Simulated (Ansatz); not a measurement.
Sn on the 1x1 (110) surface of bcc W, one in a 2x2 cell, energies for each (28.7 Å²). Energies are against an atom of beta tin, without zero-point or thermal terms; each row is named by its start.

Level of theory: PBE (plane waves to 420 eV, PAW; Ansatz, a program for electronic structure).

Model: 17-atom slab, 6.6 Å thick at the start under the adsorbate (thin: gaps and levels are the slab's own), 6x6x1 mesh, Fermi-Dirac 0.1 eV, dipole correction, 8 atoms held, the rest relaxed; each run with such symmetry as its start has; spin where the adsorbate may keep a moment, no spin-orbit, no U, no dispersion correction.

A negative adsorption energy means that the adsorbate is more stable on the surface than in its reference. Starts that drift may end in the same place. Heights count from the host atoms within 0.3 Å of the top one.

```json
[
 {"starting site": "top W", "E_ads (eV)": "-0.37", "height (Å)": "2.61", "nearest host atom (Å)": "W 2.65", "bonded to": "W", "Δ work function (eV)": "-0.48", "lateral drift (Å)": "0.0", "moment (μB)": "0.0"},
 {"starting site": "hollow W-W-W", "E_ads (eV)": "-1.22", "height (Å)": "2.23", "nearest host atom (Å)": "W 2.79", "bonded to": "4 W", "Δ work function (eV)": "-0.15", "lateral drift (Å)": "0.6", "moment (μB)": "–"},
 {"starting site": "bridge W-W (span 2.8 Å)", "E_ads (eV)": "-0.79", "height (Å)": "2.39", "nearest host atom (Å)": "W 2.79", "bonded to": "2 W", "Δ work function (eV)": "-0.29", "lateral drift (Å)": "0.0", "moment (μB)": "–"},
 {"starting site": "bridge W-W (span 3.2 Å)", "E_ads (eV)": "-1.22", "height (Å)": "2.22", "nearest host atom (Å)": "W 2.79", "bonded to": "4 W", "Δ work function (eV)": "-0.14", "lateral drift (Å)": "0.0", "moment (μB)": "–"}
]
```
